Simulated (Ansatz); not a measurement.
Data:

End structure of a constructed model of the (110) surface of bcc Ta, a layer of Rh in place of the third plane (bottom of the slab: a bare face, its two planes held):

```
CELL_PARAMETERS angstrom
      2.87436     0.00000     0.00000
     -0.95812     2.70998     0.00000
      0.00000     0.00000    27.50000
ATOMIC_POSITIONS crystal
  Ta 0.50000 0.50000 0.29275
  Ta 0.00000 0.00000 0.37810
  Ta 0.50000 0.50000 0.46185
  Rh 0.00000 0.00000 0.53839
  Ta 0.50000 0.50000 0.61527
  Ta 0.00000 0.00000 0.69615
```

Slab: 6 atoms, 11.4 Å thick at the start; k 14x14x1, smearing 0.1 eV, dipole-corrected; 2 atoms held, the rest relaxed; held to the start's symmetry, so lower structures may exist; no spin, no spin-orbit, no U. In PBE it is, or lies within 0.01 eV a 1x1 cell of, the lowest of the 2 structures of its composition computed so far; larger cells were not tried.

**Question.** Predict the work function of the top face from Ansatz (a quantum-chemistry and plane-wave program) with PBE.

**Answer.** 4.83 eV
